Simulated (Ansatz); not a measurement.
## Short convergence ladders for ZnNi (P4mm, 2 atoms in the cell)

```
CELL_PARAMETERS angstrom
      2.71006     0.00000     0.00000
      0.00000     2.71006     0.00000
      0.00000     0.00000     3.19786
ATOMIC_POSITIONS crystal
  Zn 0.50000 0.50000 0.51563
  Ni 0.00000 0.00000 0.00000
```

Base method: LDA (PW92), default PAW files made with PBE (plane waves; Ansatz, an electronic-structure program).

Base settings: basis.ecutwfc = 420 eV; kpoints.mp_grid.grid = 12 12 10; hamiltonian.xc = lda; hamiltonian.pseudopotentials = {kind: paw} (the program's default PAW files); scf.occupations.method = fermi_dirac; scf.occupations.width = 0.1 eV.

The count of work is k-points × plane waves × bands × iterations; it is no time. 

**The width of Fermi-Dirac smearing**

In this ladder: kpoints.mp_grid.grid = 20 20 16.

Narrow widths need finer meshes than wide ones, so the last steps can hold mesh noise.

Only quantities that move along the ladder and can be compared are tabulated; pressure and forces are left out, as mesh noise rules them at narrow widths.

| scf.occupations.width | free energy less the last step's (meV/atom) | energy extrapolated to zero width less the last step's (meV/atom) |
|---|---|---|
| 1 eV | -969.27 | -11.17 |
| 0.5 eV | -224.93 | 29.19 |
| 0.3 eV | -66.13 | 15.53 |
| 0.2 eV | -23.58 | 5.39 |
| 0.1 eV | -3.84 | 0.45 |
| 0.05 eV | 0.00 | 0.00 |

Widest scf.occupations.width that holds the energy extrapolated to zero width within 1 meV/atom of the last step, with all finer ones: 0.1 eV; the step before is off by 5.4 meV/atom.

Widest scf.occupations.width that holds the free energy within 5 meV/atom: not settled: the last two steps still differ by 3.8 meV/atom, over half the tolerance, so the ladder does not show it.

The extrapolation to zero width removes most of the smearing's effect on the energy.

**The width of Methfessel-Paxton smearing**

In this ladder: kpoints.mp_grid.grid = 20 20 16; scf.occupations.method = methfessel_paxton.

Narrow widths need finer meshes than wide ones, so the last steps can hold mesh noise.

Only quantities that move along the ladder and can be compared are tabulated; pressure and forces are left out, as mesh noise rules them at narrow widths.

| scf.occupations.width | free energy less the last step's (meV/atom) |
|---|---|
| 0.5 eV | 4.41 |
| 0.3 eV | 0.71 |
| 0.2 eV | 0.17 |
| 0.1 eV | 0.02 |
| 0.05 eV | 0.00 |

Widest scf.occupations.width that holds the free energy within 0.5 meV/atom of the last step, with all finer ones: 0.2 eV; the step before is off by 0.71 meV/atom.

**The mesh under tetrahedron occupations**

In this ladder: scf.occupations.method = tetrahedron; scf.occupations.width = default.

Only quantities that move along the ladder and can be compared are tabulated.

```tsv
kpoints.mp_grid.grid	free energy less the last step's (meV/atom)	largest difference of a force vector from the last step's (eV/Å)	count of work / last
5 5 4	-8.55	0.012	0.012
6 6 5	-4.10	0.001	0.019
8 8 7	-1.29	0.000	0.038
10 10 8	0.05	0.006	0.067
12 12 10	-0.19	0.004	0.11
15 15 12	-0.14	0.003	0.16
18 18 15	-0.04	0.000	0.28
23 23 19	0.02	0.000	0.50
28 28 24	0.00	0.000	1.0
```

Coarsest kpoints.mp_grid.grid that holds the forces within 0.005 eV/Å of the last step, with all finer ones: 12 12 10, at 0.11 of the last step's count of work; the step before is off by 0.006 eV/Å.

Coarsest kpoints.mp_grid.grid that holds the free energy within 0.5 meV/atom of the last step, with all finer ones: 10 10 8, at 0.067 of the last step's count of work; the step before is off by 1.3 meV/atom.

On the base run: the starting cell comes from a database of computed structures (which also holds hypothetical and non-ambient phases and stackings), without a prior relaxation at this level. Its lattice was rescaled by up to half a per cent. One atom was moved a little off its site on purpose. Spin polarisation is off. In the base run, with a pressure of about -10 GPa the cell is away from its equilibrium volume at this level. Ansatz's pressure includes its estimate of the finite-basis (Pulay) stress.

Left out of this page: 4 runs of the series outside the window shown, repeating another row's setting, or not comparable; 1 run of the series unsound by tests on forces, stress, charge or solver warnings.

Keys are those of Ansatz 0.2.
